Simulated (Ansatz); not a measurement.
**Cd interstitial (metastable zinc-blende CdS host)**

These are PBE, PAW (plane waves to 420 eV; Ansatz, a first-principles code) values and carry that method's errors. A supercell of 64 sites (2×2×2 repeats of a cell of 8 atoms) was used; the energies come from a 2×2×2 shifted sampling of its zone. Site at the start: void with 4S nearest. Finite-size correction: monopole term and site-potential alignment. Dielectric constants: PBE linear response of the host. Host gap at this level: 1.04 eV. These values are not converged in cell size to better than tenths of an eV. The semilocal functional narrows the gap, so deep levels can fall outside it. Spin–orbit coupling is left out. Each state is the lowest found from its start.

Formation energies E_f are given with the Fermi level at the valence-band maximum. Chemical conditions: Cd-rich (Δμ(Cd) = 0.00 eV; only phases computed here count, gases as isolated molecules at 0 K); S-rich (Δμ(Cd) = -1.33 eV; only phases computed here count, gases as isolated molecules at 0 K). Reference phases: Cd: hcp Cd.

The name describes the start; the neighbours show where the atoms ended.

Charges with a result: +2, +1, 0. Others weren't obtained, and one of them could lie lower, also by skipping a charge.

```
charge         moment (μB)  largest move off a lattice site (Å)  neighbours of the last Cd atom of the defect at the end (Å)  image correction with alignment (eV)  E_f, Cd-rich (eV)  E_f, S-rich (eV)
------  ------------------  -----------------------------------  -----------------------------------------------------------  ------------------------------------  -----------------  ----------------
+2      not spin-polarised                                 0.22                               S 2.56, S 2.56, S 2.56, S 2.56                                  1.02              -0.58              0.75
+1*               quenched                                 0.20                               S 2.58, S 2.58, S 2.58, S 2.58                                     –                  –                 –
0*      not spin-polarised                                 0.16                               S 2.65, S 2.65, S 2.65, S 2.65                                     –                  –                 –
```

* At this level the carrier isn't localised at the defect: at charge +1 electrons occupy the conduction band; at charge 0 electrons occupy the conduction band. Such a state is shallow or no state of the defect, and this cell gives it no level.

Starting moments that weren't kept: charge +1 began with 1 μB and ended with 0.0.

Flagged in the runs: a strain field that reaches the edge of the cell.
